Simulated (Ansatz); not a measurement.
These are PBE (plane waves to 420 eV, PAW; Ansatz, a first-principles code) values and carry that method's errors.

Planar average of the electrostatic potential across the slab, in eV from the Fermi level, for the (111)B surface of zinc-blende AlP, P-terminated, 2x2 with 1 H on 4 top atoms (bottom of the slab: 3 H on 4 bottom sites):

(z (Å), V (eV)): (3.81, 5.97); (4.11, 5.97); (4.40, 5.97); (4.69, 5.97); (4.99, 5.97); (5.28, 5.97); (5.57, 5.97); (5.87, 5.97); (6.16, 5.97); (6.45, 5.96); (6.75, 5.94); (7.04, 5.88); (7.33, 5.74); (7.63, 5.42); (7.92, 4.45); (8.21, 3.78); (8.51, 3.91); (8.80, 2.74); (9.09, 0.56); (9.39, -1.20); (9.68, -2.88); (9.97, -5.62); (10.27, -8.86); (10.56, -9.39); (10.85, -7.09); (11.15, -2.50); (11.44, 1.38); (11.73, 2.52); (12.03, 1.76); (12.32, -0.46); (12.61, -2.27); (12.91, -3.59); (13.20, -6.32); (13.49, -9.40); (13.79, -9.18); (14.08, -6.00); (14.37, -1.36); (14.67, 1.92); (14.96, 2.63); (15.25, 1.55); (15.55, -0.78); (15.84, -2.44); (16.13, -3.88); (16.43, -6.92); (16.72, -9.65); (17.01, -8.79); (17.31, -5.24); (17.60, -0.57); (17.89, 2.25); (18.19, 2.66); (18.48, 1.33); (18.77, -1.02); (19.07, -2.58); (19.36, -4.26); (19.65, -7.59); (19.95, -9.78); (20.24, -8.21); (20.53, -4.21); (20.83, 0.41); (21.12, 2.74); (21.41, 2.91); (21.71, 1.41); (22.00, -0.98); (22.29, -2.74); (22.59, -5.30); (22.88, -8.84); (23.17, -9.80); (23.47, -6.81); (23.76, -1.90); (24.05, 2.21); (24.35, 3.90); (24.64, 4.48); (24.93, 5.05); (25.23, 5.35); (25.52, 5.46); (25.81, 5.51); (26.11, 5.53); (26.40, 5.54); (26.69, 5.54); (26.99, 5.54); (27.28, 5.54); (27.57, 5.54); (27.87, 5.54); (28.16, 5.54); (28.45, 5.54); (28.75, 5.54); (29.04, 5.54)

Slab: 44 atoms, 16.5 Å thick at the start with caps and adatoms; k 3x3x1, smearing 0.025 eV, dipole-corrected; 8 atoms held, the rest relaxed; start symmetry kept, larger cells not searched; no spin (no spin-polarised run to compare, though such a face may carry moments), no spin-orbit, no U. The slab shows no gap on its mesh. It is one candidate, not shown to be the stable structure of the face.

Question: The surface cell has an area of 52.55 Å². What dipole along the normal does the step between the two vacuum levels imply?

Answer: the top vacuum level lies 0.43 eV below the bottom one; p = −ε₀ A ΔV (ε₀ = 0.005526 e/(V·Å)) gives 0.12 e·Å a cell.
